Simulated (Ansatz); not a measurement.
Ge on the Si site in alpha quartz: one set of geometries, relaxed with PBE, evaluated in Ansatz (PAW, plane waves to 420 eV, 500 eV under r2SCAN) with PBE, r2SCAN.

Set-up: 243-site cell; Γ-point k-points; start: the Si site; charged states image-corrected; not converged in cell size; flagged in the runs: a host whose relaxation on this sampling wasn't shown to rest, a strain field that reaches the edge of the cell, zone-centre sampling.

```json
[
 {"quantity": "host gap (eV)", "PBE": "5.68", "r2SCAN": "(withheld)"},
 {"quantity": "ε(0/−1) above the VBM (eV)", "PBE": "5.44", "r2SCAN": "(withheld)"},
 {"quantity": "neutral formation energy against germanium, silicon (eV)", "PBE": "3.72", "r2SCAN": "(withheld)"},
 {"quantity": "largest moment on one atom at charge −1 (μB)", "PBE": "0.13", "r2SCAN": "(withheld)"}
]
```

Problem. Given the lower rungs, what does r2SCAN give?

Solution. 
- host gap (eV), r2SCAN: 6.32
- ε(0/−1) above the VBM (eV), r2SCAN: 6.05
- neutral formation energy against germanium, silicon (eV), r2SCAN: 3.89
- largest moment on one atom at charge −1 (μB), r2SCAN: 0.14

Ansatz is a program for electronic structure.
